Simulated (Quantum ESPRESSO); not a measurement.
**Quick settings and what they miss: ScGa2 (Imma, 6 atoms in the cell)**

Self-consistent single point.

```
CELL_PARAMETERS angstrom
     -2.09713     3.24561     3.65673
      2.09713    -3.24561     3.65673
      2.09713     3.24561    -3.65673
ATOMIC_POSITIONS crystal
  Sc 0.73468 0.48468 0.25000
  Sc 0.26532 0.51532 0.75000
  Ga 0.31900 0.83416 0.48484
  Ga 0.68100 0.16584 0.51516
  Ga 0.84932 0.83416 0.01516
  Ga 0.15068 0.16584 0.98484
```

Method of the run: LDA (PW92), PseudoDojo standard norm-conserving (LDA) pseudopotentials (plane waves; Quantum ESPRESSO).

Base settings: ecutwfc = 80 Ry; occupations = smearing; smearing = cold; degauss = 0.019992 Ry; potentials = {Sc: Sc.upf, Ga: Ga.upf}; K_POINTS = automatic 6 6 6 0 0 0; conv_thr = 1e-10 Ry.

Tight run (finer mesh or higher cutoff; not a proven limit): ecutwfc: 80 Ry → 112 Ry; conv_thr: 1e-10 Ry → 7.3e-11 Ry; K_POINTS: automatic 6 6 6 0 0 0 → automatic 9 9 9 0 0 0. It gave Fermi level (on the code's own zero) 13.21 eV; pressure -0.68 GPa; largest force (vector length) 0.015 eV/Å.

Quick runs, as changes from the base:
- A: the base itself
- B: ecutwfc: 80 Ry → 40 Ry; K_POINTS: automatic 6 6 6 0 0 0 → automatic 2 2 2 0 0 0; potentials: PseudoDojo standard norm-conserving (PBESOL) [PBEsol]
- C: ecutwfc: 80 Ry → 48 Ry; conv_thr: 1e-10 Ry → 7.3e-06 Ry; K_POINTS: automatic 6 6 6 0 0 0 → automatic 1 1 1 0 0 0
- D: ecutwfc: 80 Ry → 48 Ry; K_POINTS: automatic 6 6 6 0 0 0 → automatic 3 3 3 1 1 1; potentials: PseudoDojo standard norm-conserving (PBESOL) [PBEsol]
- E: ecutwfc: 80 Ry → 56 Ry; conv_thr: 1e-10 Ry → 7.3e-06 Ry; K_POINTS: automatic 6 6 6 0 0 0 → automatic 4 4 4 0 0 0
- F: ecutwfc: 80 Ry → 40 Ry; smearing: cold → gauss; degauss: 0.019992 Ry → 0.0099958 Ry; conv_thr: 1e-10 Ry → 7.3e-05 Ry; K_POINTS: automatic 6 6 6 0 0 0 → automatic 4 4 4 1 1 1

Energies are extrapolated to zero smearing width, which holds to low order in the width alone (under cold and Methfessel-Paxton smearing the free energy itself is taken).

Dashes: energy of B, D, another energy zero; time of B, C, under 30 s; pressure of C, E, F, not trusted under this conv_thr with d or f elements.

† marks runs with another functional, U, potentials or spin treatment: their distance from the tight run is not a convergence error alone.

The count of work is k-points × plane waves × bands × iterations; it is no time. Core times come from one kind of shared machine and are given to one figure; runs under 30 s give none.

The starting cell comes from a database of computed structures (which also holds hypothetical and non-ambient phases and stackings), without a prior relaxation at this level. Its lattice was rescaled by a random factor within 2.5 % of one.

```
run  energy less tight (meV/atom)  pressure less tight (GPa)  largest miss in a force vector (eV/Å)  count of work / tight  core time / tight (rough)
---  ----------------------------  -------------------------  -------------------------------------  ---------------------  -------------------------
A                             2.8                      -0.01                                  0.004                   0.19                        0.1
B†                              –                    -863.14                                  0.406                 0.0086                          –
C                          6710.1                          –                                  2.336                 0.0019                          –
D†                              –                    -346.01                                  0.046                  0.017                       0.02
E                          1130.3                          –                                  0.015                  0.026                       0.04
F                         23011.8                          –                                  0.246                  0.015                       0.03
```

Among the runs at the tight run's level, the energy misses run from 2.8 to 23011.8 meV/atom.
